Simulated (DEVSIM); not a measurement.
## Si n-i-p diode

System: Si n-i-p diode, at 300 K.

```
layer (left to right)  material  thickness (μm)  Nd (cm⁻³)  Na (cm⁻³)  τn (s)  τp (s)
---------------------  --------  --------------  ---------  ---------  ------  ------
1                            Si           0.620       1e19          -  5.7e-6  5.7e-6
2                            Si            36.0          -     1.5e12  5.7e-6  5.7e-6
3                            Si            2.60          -     2.4e18  5.7e-7  5.7e-6
```

Left contact: ohmic. Right contact: ohmic. Voltage is applied to the left contact. Recombination: SRH at mid-gap. Mobility is μmin + (μ − μmin)/(1 + (N/Nref)^α).

Constants are typed, rounded textbook-type inputs, not results; the design itself was drawn at random and stands for no fabricated device. Values at 300 K.

```
parameter           Si
-------------  -------
gap (eV)         1.124
affinity (eV)     4.05
permittivity      11.7
Nc (cm⁻³)      2.86e19
Nv (cm⁻³)       3.1e19
μn (cm²/Vs)       1417
μp (cm²/Vs)        470
μn,min              52
μp,min              45
Nref,n          9.7e16
Nref,p          2.2e17
αn                0.68
αp                0.72
```

Simulated with DEVSIM: 1D drift-diffusion, Boltzmann statistics, complete ionisation; no tunnelling, impact ionisation, image-force lowering or self-heating.

| Property | Value |
|---|---|
| Potential step across the device at zero bias | 1.031 V |
| Dark forward voltage at 1 A/cm² | 0.726 V |
| Dark forward voltage at 100 A/cm² | 0.877 V |

Dark forward current:

(V (V), J (A/cm²)): (-0.05, -1.5e-7); (-0.10, -6.9e-7); (-0.20, -1.3e-5); (-0.25, -5.1e-5); (-0.35, -0.00044); (-0.40, -0.0012); (-0.50, -0.0084); (-0.55, -0.022); (-0.65, -0.17); (-0.70, -0.52); (-0.80, -8.0); (-0.85, -41); (-0.95, -960); (-1.00, -3300)
